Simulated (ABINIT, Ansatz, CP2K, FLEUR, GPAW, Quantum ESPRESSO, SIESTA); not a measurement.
## HfGeTe (P4/nmm, 6 atoms in the cell) computed with different codes at matched settings

Self-consistent single point.

```yaml
crystal:
  lattice:
    - [3.78419, 0.00000, 0.00000]
    - [0.00000, 3.78419, 0.00000]
    - [0.00000, 0.00000, 10.28397]
  atoms:
    - { symbol: Hf, position: [0.00000, 0.50000, 0.79159] }
    - { symbol: Hf, position: [0.50000, 0.00000, 0.20841] }
    - { symbol: Ge, position: [0.00000, 0.00000, 0.00000] }
    - { symbol: Ge, position: [0.50000, 0.50000, 0.00000] }
    - { symbol: Te, position: [0.50000, 0.00000, 0.66020] }
    - { symbol: Te, position: [0.00000, 0.50000, 0.33980] }
```

All programs got the same cell, k-point mesh and kind of occupations (in Ansatz's words: kpoints.mp_grid.grid = 5 5 2; scf.occupations.method = fermi_dirac; scf.occupations.width = 0.05 eV); potentials, basis and cutoffs are each program's usual ones.

```
code                                                                                                                                      model  pressure (GPa)  largest force (eV/Å)  k-points           cutoff
----------------  -----------------------------------------------------------------------------------------------------------------------------  --------------  --------------------  --------  ---------------
Quantum ESPRESSO                                                          PBEsol, PseudoDojo standard norm-conserving (PBESOL) pseudopotentials           -5.33                 0.312        12            85 Ry
GPAW                                                                                      PBEsol, GPAW PAW datasets PBEsol (made by gpaw-setup)           -5.45                 0.337        12           550 eV
SIESTA            GGA PBEsol, numerical atomic orbitals DZP, PseudoDojo PBEsol standard norm-conserving potentials (rewritten from UPF to PSML)           -5.36                 0.220        28      grid 300 Ry
ABINIT                                                           PBEsol, norm-conserving pseudopotentials (PseudoDojo nc-sr-04 PBEsol standard)           -5.33                 0.311        12          1116 eV
Ansatz                                                                                                          PBEsol, PAW files made with PBE           -5.43                 0.316        12           420 eV
FLEUR                                                                           PBEsol, all-electron FLAPW (FLEUR), scalar-relativistic valence               –                 0.302        12  Kmax 4.2 1/bohr
CP2K                                                                 PBEsol, GPW, DZVP-MOLOPT-SR-GTH basis, GTH-PBE potentials (GTH_POTENTIALS)           -3.23                 0.055        26      grid 500 Ry
```

Size of the force on each atom (eV/Å): Sizes of forces hide their directions.

```json
[
 {"code": "Quantum ESPRESSO", "Hf1": "0.053", "Hf2": "0.053", "Ge3": "0.000", "Ge4": "0.000", "Te5": "0.312", "Te6": "0.312"},
 {"code": "GPAW", "Hf1": "0.014", "Hf2": "0.014", "Ge3": "0.000", "Ge4": "0.000", "Te5": "0.337", "Te6": "0.337"},
 {"code": "SIESTA", "Hf1": "0.065", "Hf2": "0.065", "Ge3": "0.000", "Ge4": "0.000", "Te5": "0.220", "Te6": "0.220"},
 {"code": "ABINIT", "Hf1": "0.053", "Hf2": "0.053", "Ge3": "0.000", "Ge4": "0.000", "Te5": "0.311", "Te6": "0.311"},
 {"code": "Ansatz", "Hf1": "0.066", "Hf2": "0.066", "Ge3": "0.000", "Ge4": "0.000", "Te5": "0.316", "Te6": "0.316"},
 {"code": "FLEUR", "Hf1": "0.041", "Hf2": "0.041", "Ge3": "0.000", "Ge4": "0.000", "Te5": "0.302", "Te6": "0.302"},
 {"code": "CP2K", "Hf1": "0.036", "Hf2": "0.036", "Ge3": "0.000", "Ge4": "0.000", "Te5": "0.055", "Te6": "0.055"}
]
```

A dash marks a value that a program does not give, or that is left out as unsure.

The spread over the programs that give each value: pressure within 2.22 GPa; largest force within 0.282 eV/Å.

The starting cell comes from a database of computed structures (which also holds hypothetical and non-ambient phases and stackings), without a prior relaxation at this level. Its lattice was rescaled by a random factor within 2.5 % of one. On Ansatz's run: Spin-orbit coupling is off. In the base run, with a pressure of about -5 GPa the cell is away from its equilibrium volume at this level. Without a gap this mesh is coarse (it stands for a supercell whose shortest vector is 19 Å).

### Question
Why do the programs differ, and what cannot be compared?

### Answer
Differences of this kind can come from the potentials, where these differ, and from what each basis and cutoff leave unconverged. The valence holds different numbers of electrons (Quantum ESPRESSO 84, GPAW 44, SIESTA 84, ABINIT 84, Ansatz (a program for electronic structure) 112, FLEUR 112, CP2K 44). The zero of total energies and Fermi levels follows the potentials and each program's conventions, so they are not compared here. SIESTA and CP2K use small atom-centred bases, whose incompleteness enters pressures, forces and empty levels differently from a plane-wave cutoff. FLEUR treats all electrons, but the usual bases taken here (sphere radii, linearisation, local orbitals, empty states) were not tested for convergence, so the values are no reference for the others. Ansatz's pressure is given at a fixed set of plane waves, as the other plane-wave codes print theirs; with its correction for the finite basis it is -5.39 GPa. The programs reduce the same mesh by symmetry to different extents, which changes the work and not the result. In the pressure, CP2K (by 2.15) lies more than 1 GPa from the median of the plane-wave programs. In the force vectors, SIESTA (by 0.094) and CP2K (by 0.259) lie more than 0.08 eV/Å from the median of the plane-wave programs.

The shared mesh is coarse (it stands for a supercell whose shortest vector is 19 Å), so the values are not converged in it.

Keys are those of Ansatz 0.2.
